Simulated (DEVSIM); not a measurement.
Structure: abrupt Si n-p junction, at 250 K.

| layer (left to right) | material | thickness (μm) | Nd (cm⁻³) | Na (cm⁻³) | τn (s) | τp (s) |
|---|---|---|---|---|---|---|
| 1 | Si | 10.0 | 4e16 | - | 1.5e-7 | 1.5e-7 |
| 2 | Si | 2.00 | - | 3.1e16 | 1.5e-7 | 1.5e-7 |

Left contact: ohmic. Right contact: ohmic. Voltage is applied to the left contact. Recombination: SRH at mid-gap, radiative, Auger. Mobility is μmin + (μ − μmin)/(1 + (N/Nref)^α).

Constants are typed, rounded textbook-type inputs, not results; the design itself was drawn at random and stands for no fabricated device. Values at 300 K; Nc and Nv go as T^1.5, mobilities as T to minus their exponent, the gap by Varshni's rule with the affinity fixed.

```
parameter               Si
----------------  --------
gap (eV)             1.124
affinity (eV)         4.05
permittivity          11.7
Nc (cm⁻³)          2.86e19
Nv (cm⁻³)           3.1e19
μn (cm²/Vs)           1417
μp (cm²/Vs)            470
μn,min                  52
μp,min                  45
Nref,n              9.7e16
Nref,p              2.2e17
αn                    0.68
αp                    0.72
T exponent of μn       2.3
T exponent of μp       2.2
B (cm³/s)          4.7e-15
Cn (cm⁶/s)         2.8e-31
Cp (cm⁶/s)         9.9e-32
Varshni α (eV/K)  0.000473
Varshni β (K)          636
```

Model (solved in DEVSIM): 1D drift-diffusion, Boltzmann statistics, complete ionisation; no tunnelling, impact ionisation, image-force lowering or self-heating.

The temperature was swept, all else fixed.

```
temperature (K)  dark forward voltage at 1 A/cm² (V)  potential step across the device at zero bias (V)  dark forward voltage at 100 A/cm² (V)  largest field in the device at zero bias (V/cm)
---------------  -----------------------------------  -------------------------------------------------  -------------------------------------  -----------------------------------------------
250                                              ___                                              0.857                                    ___                                            66000
300                                            0.600                                              0.776                                  0.738                                            63000
350                                            0.491                                              0.690                                  0.654                                            58000
400                                            0.380                                              0.602                                  0.572                                            54000
450                                            0.267                                              0.511                                  0.487                                            48000
500                                            0.153                                              0.419                                  0.400                                            42000
```

### Question
Fill in the missing entries.

### Answer

- 250, dark forward voltage at 1 A/cm² (V): 0.706
- 250, dark forward voltage at 100 A/cm² (V): 0.819
